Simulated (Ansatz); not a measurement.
Worked example: zone-centre phonon calculation of SiNi (Pnma, 8 atoms in the cell) in Ansatz (an electronic-structure program).

Computed with PBE, PAW files (plane waves; Ansatz).

```yaml
crystal:
  lattice:
    - [5.15696, 0.00000, 0.00000]
    - [0.00000, 3.33126, 0.00000]
    - [0.00000, 0.00000, 5.58649]
  atoms:
    - { symbol: Si, position: [0.82109, 0.75000, 0.58232] }
    - { symbol: Si, position: [0.17891, 0.25000, 0.41768] }
    - { symbol: Si, position: [0.67891, 0.25000, 0.08232] }
    - { symbol: Si, position: [0.32109, 0.75000, 0.91768] }
    - { symbol: Ni, position: [0.50795, 0.25000, 0.68852] }
    - { symbol: Ni, position: [0.49205, 0.75000, 0.31148] }
    - { symbol: Ni, position: [0.99205, 0.75000, 0.18852] }
    - { symbol: Ni, position: [0.00795, 0.25000, 0.81148] }
```

Reference input (self-consistent single point, DFT, PBE, plane waves, PAW files): basis.ecutwfc = 420 eV; kpoints.mp_grid.grid = 6 8 5; hamiltonian.xc = pbe; hamiltonian.pseudopotentials = {kind: paw} (the program's default PAW files); scf.occupations.method = gaussian; scf.occupations.width = 0.1 eV. This run's input differs from it in these lines:

```diff
@@ -24,6 +24,5 @@
   occupations: { method: gaussian, width: 0.1 }
-output:
-  forces: true
-  eigenvalues: true
-  stress: true
+  convergence: { dr2_threshold: 1.0e-11 eV }
+phonons:
+  method: dfpt
```

The program printed (abridged):

```
SCF iter   1: F=—  HF=-25907.865219 eV  |F-HF|=—  |Δ(HF+E_count)|=         —  Δρ=9.19e-2  dr2=8.69e0  ethr=3.10e-3  ⟨swp⟩=7.4  Hψ=16905  notcnv=0  defer=10
all-band conjugate gradients solve this SCF's bands
preconditioner: auto → Kerker (q_TF=auto, 2.689 Å⁻¹)
SCF iter   2: F=—  HF=-25906.731055 eV  |F-HF|=—  |Δ(HF+E_count)|=    1.13e0  Δρ=3.52e-2  dr2=1.93e0  ethr=3.10e-3  ⟨swp⟩=2.7  Hψ=6808  notcnv=0  defer=226
   [... lines left out ...]
SCF iter   9: F=—  HF=-25906.141970 eV  |F-HF|=—  |Δ(HF+E_count)|=   3.33e-6  Δρ=4.27e-6  dr2=1.32e-8  ethr=7.41e-10  ⟨swp⟩=2.1  Hψ=7282  notcnv=0  defer=219
SCF iter  10: F=—  HF=-25906.141970 eV  |F-HF|=—  |Δ(HF+E_count)|=   1.76e-9  Δρ=1.44e-6  dr2=1.21e-9  ethr=1.50e-11  ⟨swp⟩=2.0  Hψ=6742  notcnv=0  defer=219
SCF iter  11: F=—  HF=-25906.141970 eV  |F-HF|=—  |Δ(HF+E_count)|=  7.28e-11  Δρ=3.06e-7  dr2=6.33e-11  ethr=1.37e-12  ⟨swp⟩=2.0  Hψ=6186  notcnv=0  defer=219
SCF iter  12: F=-25906.141970 eV  HF=-25906.141970 eV  |F-HF|=1.09e-11  |Δ(HF+E_count)|=  7.28e-12  Δρ=8.33e-8  dr2=4.84e-12  ethr=1.00e-12  ⟨swp⟩=12.4  Hψ=23786  notcnv=0
SCF 1 converged in 12 iterations: F = -25906.141970 eV  dr2 = 4.84e-12
DFPT response loops at Γ: preconditioner auto → Kerker (q_TF=auto, 2.689 Å⁻¹) (partly filled bands, converged f_vac=0.000) …
Free energy (F): -25906.141970 eV
Internal energy: -25906.129644 eV  (E = F + TS)
E sigma→0 (E₀):  -25906.135807 eV
Entropy (-TS):   -0.012326 eV (-1.541 meV/atom)
Fermi energy:    14.787709 eV
--- Phonons (Γ-DFPT): 6 representative perturbations + reference, on 80 of 240 k-points (Σ response iterations 38) ---
  k mesh reduced under 2 symmetry operations, with k and −k counted as one. Each operation leaves every solved displacement unchanged or reverses it
  ASR residual: 1.392e-5 → 0.000e0 eV/Å²; symmetrization residual: 2.384e-7 eV/Å²
  ASR residual per site (eV/Å²): 1.39e-5 1.39e-5 1.39e-5 1.39e-5 1.29e-5 1.29e-5 1.29e-5 1.29e-5
  Γ frequencies (cm⁻¹): 0.00 0.00 0.00 151.70 168.54 183.42 196.08 203.31 219.05 219.79 221.38 260.93 286.20 296.44 301.19 301.49 325.22 328.35 343.06 343.60 367.58 390.70 390.97 411.76
  non-analytic LO–TO correction: not included (Born effective charges unavailable; polar crystals: no LO–TO splitting at Γ)
```

The run converged in 12 iterations. 

Summary of the result:
* **Free energy E − TS (on the zero of these files)**: -25906.1420 eV
* **Fermi level (on the code's own zero)**: 14.79 eV
* **Zone-centre frequencies (cm⁻¹; negative means imaginary)**: 0, 0, 0, 152, 169, 183, 196, 203, 219, 220, 221, 261, 286, 296, 301, 301, 325, 328, 343, 344, 368, 391, 391, 412

The starting cell comes from a database of computed structures (which also holds hypothetical and non-ambient phases and stackings), without a prior relaxation at this level. Its lattice was rescaled by up to half a per cent. Spin polarisation is off.

Cost on one core of a shared machine: roughly 9 min.

Keys are those of Ansatz 0.2.
